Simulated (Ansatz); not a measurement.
BN: band gap against strain

BN (zinc blende, F-43m, 5.738 Å³/atom at rest) under an equal strain ε in the (001) plane with the normal axis free, as in a coherent film. LDA in Ansatz, a plane-wave DFT program (PAW, default set), 420 eV, 16×16×16 Γ-centred mesh, Fermi-Dirac smearing 0.05 eV; ions are relaxed within the symmetry of each cell. Gaps are the smallest over the k-mesh and a band path, without spin-orbit coupling; in all rows the valence edge lies at Γ and the conduction edge at about 1.8 Å⁻¹ from Γ.

Here s stands for strain and Eg for gap.

```csv
strain (%),gap (eV)
0.00,4.39
0.50,4.25
1.00,4.11
1.50,3.97
3.00,?
```

Task: Using a straight line, estimate the missing Eg at s = 3.00 from the other rows, showing the fit.

Result: Means: s 0.75000, Eg 4.180. About the means, the sum of products is -0.35000 and the sum of squares of s is 1.2500; the slope is their ratio. Least squares gives Eg = 4.390 - 0.2800·s. Residuals (row less fit): 0.000, 0.000, 0.000, 0.000; standard error 0.000 (degrees of freedom: 2). Over these rows the gap moves by -28 ± 0.3 eV per unit strain. At the withheld row, Eg = 4.390 - 0.2800 × 3.0 = 3.550 eV. The calculation gives 3.59 eV, 0.040 eV above the prediction (5.0 % of the range of Eg in the table). The row lies outside the fitted rows, so this is an extrapolation. The fitted rows scatter only by rounding.

One order more, fitted to all 7 runs of the series, follows each within 0.01, so the miss is the next term of a smooth law. Rows are the converged runs of the series near zero and its far end; series whose fitted rows scatter by over a few per cent of the range, as at a crossing or softening among them, aren't shown in this form. Most that stay on the fit to the last digits aren't either.
